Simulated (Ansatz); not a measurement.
The cell is built on a prototype and need not be the phase stable at ambient conditions.

By PBEsol, the system below comes out a metal.

Without scattering a metal conducts by its projected Fermi surface.

```
Ru2C
1.0
    2.78337     0.00000     0.00000
   -1.39169     2.41047     0.00000
    0.00000     0.00000     4.96420
C Ru
1 2
Cartesian
  0.00000   0.00000   0.00000
  0.00000   1.60698   1.32014
  1.39169   0.80349   3.64406
```

Space group of this cell: P-3m1. The cell was relaxed by PBE-D3(BJ); by PBEsol its mean pressure is -3.0 GPa.

The current flows along the normal of the first two printed cell vectors. No spin-orbit coupling; the value is a mean over 0.1 eV about the Fermi level.

**Question.** Give the ballistic conductance per area that Ansatz (an electronic-structure program) with PBEsol yields.

**Answer.** 1.4 × 10¹⁵ S/m² for both spins.
